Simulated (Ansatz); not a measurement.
The parent structure is Zn in the hcp (Mg type) structure (space group P6_3/mmc, No. 194).

Zn has the hexagonal space group P6₃/mmc (No. 194), the hcp (Mg type) structure, Pearson symbol hP2. Cell: a = 2.6358 Å, b = 2.6358 Å, c = 4.6570 Å, α = 90.00°, β = 90.00°, γ = 120.00°. Zn on 2c sees 6 Zn at 2.636 Å and 6 Zn at 2.782 Å (anticuboctahedral). (Neighbours: up to the widest gap in distance over summed covalent radii, below 1.35, at either atom.)

All numbers come from PBEsol, PAW, 420 eV (Ansatz, a first-principles code; no spin-orbit coupling).

Base values:

```
Item                Value
---------------  --------
Volume per atom  14.01 Å³
```

One thing is altered: a hydrostatic pressure of 4.5 GPa.

**Question.** Estimate the effect on the volume per atom.

**Answer.** The volume per atom decreases by 0.61 Å³, from 14.01 Å³ to 13.40 Å³.

Load acts through the strain it causes; cell and atoms are relaxed under it. No phonon test of stability was made.
